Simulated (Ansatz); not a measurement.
**hypothetical Pm-3n GaN with two functionals**

Consider GaN (space group Pm-3n, No. 223; a = 5.571 Å; a hypothetical phase, not in the database extracts checked).

(Cell as relaxed with PBE.)

Levels (all Ansatz, a first-principles code, PAW): PBE (420 eV, spin-orbit coupling left out); PBEsol (420 eV, no spin-orbit coupling).

Each level relaxes its own structure.

```csv
quantity,PBE,PBEsol
volume per atom,14.41 Å³,?
lattice parameter a,5.571 Å,?
band gap,1.50 eV,?
gap character,direct at Γ,?
electron mass,0.19 mₑ,?
```

Task: What does PBEsol give?

Result: 
- volume per atom, PBEsol: 13.96 Å³
- lattice parameter a, PBEsol: 5.513 Å
- band gap, PBEsol: 1.56 eV
- gap character, PBEsol: direct at Γ
- electron mass, PBEsol: 0.20 mₑ

PBE's volume per atom lies 0.45 Å³ above PBEsol's (3.2 %); PBE's lattice parameter a lies 0.058 Å above PBEsol's (1.1 %); PBE's band gap lies 0.066 eV below PBEsol's; the two agree on the gap character. Neither level is exact; PBEsol is the comparison here, not a measurement.

Effective masses come from finite differences of ±0.01 Å⁻¹. Whether these cells are dynamically stable was not tested.
